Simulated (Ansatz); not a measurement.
Relaxed 16-atom cells of (Ge,Sn) in the diamond type, of low symmetry and near-random order, with the end members in the same type and cell. Here −b is the interaction parameter Ω of a regular solution. Left out are ordered and sheared cells and those that changed their type; one cell stands for each fraction.

These are PBE (plane waves to 420 eV, PAW; Ansatz, a first-principles code) values and carry that method's errors. Spin–orbit coupling is left out.

```csv
cell,fraction of Sn,mixing enthalpy (meV a mixed site)
Ge,0,0
SnGe3,0.2500,withheld
Sn5Ge11,0.3125,60
SnGe,0.5000,66
Sn5Ge3,0.6250,54
Sn3Ge,0.7500,45
Sn,1,0
```

Question: Fit y = y0 + (y1 − y0) x − b x (1 − x), with y0 and y1 the end rows to the rows shown by least squares, with x the second column and y the third, and predict the withheld row.

Answer: The fit gives b = -254, with a root-mean-square miss of 3.5 on the rows shown. At x = 0.2500 it predicts 48; the run gives 58, a miss of -10.
